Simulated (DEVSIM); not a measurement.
**Ge n-i-p diode**

Device: Ge n-i-p diode, at 300 K.

```csv
layer (left to right),material,thickness (μm),Nd (cm⁻³),Na (cm⁻³),τn (s),τp (s)
1,Ge,0.300,2.8e18,-,2.1e-5,2.1e-5
2,Ge,23.0,-,2e12,2.1e-5,2.1e-5
3,Ge,2.30,-,1.8e18,2.1e-5,2.1e-5
```

Left contact: ohmic. Right contact: ohmic. Voltage is applied to the left contact. Recombination: SRH at mid-gap, radiative. Mobility is constant in doping.

The device is made up for the run: typed textbook-type constants, with dimensions and the other settings drawn at random. Values at 300 K.

| parameter | Ge |
|---|---|
| gap (eV) | 0.664 |
| affinity (eV) | 4 |
| permittivity | 16 |
| Nc (cm⁻³) | 1.04e19 |
| Nv (cm⁻³) | 6e18 |
| μn (cm²/Vs) | 3900 |
| μp (cm²/Vs) | 1900 |
| B (cm³/s) | 6.4e-14 |

Simulated with DEVSIM: 1D drift-diffusion, Boltzmann statistics, complete ionisation; no tunnelling, impact ionisation, image-force lowering or self-heating.

| Property | Value |
|---|---|
| Potential step across the device at zero bias | 0.599 V |
| Dark forward voltage at 1 A/cm² | 0.253 V |
| Dark forward voltage at 100 A/cm² | 0.384 V |

Dark forward current:

```json
[
 {"V (V)": "-0.05", "J (A/cm²)": "-0.00063"},
 {"V (V)": "-0.10", "J (A/cm²)": "-0.0038"},
 {"V (V)": "-0.15", "J (A/cm²)": "-0.022"},
 {"V (V)": "-0.20", "J (A/cm²)": "-0.14"},
 {"V (V)": "-0.25", "J (A/cm²)": "-0.89"},
 {"V (V)": "-0.30", "J (A/cm²)": "-5.6"},
 {"V (V)": "-0.35", "J (A/cm²)": "-33"},
 {"V (V)": "-0.40", "J (A/cm²)": "-170"},
 {"V (V)": "-0.45", "J (A/cm²)": "-700"},
 {"V (V)": "-0.50", "J (A/cm²)": "-2300"}
]
```
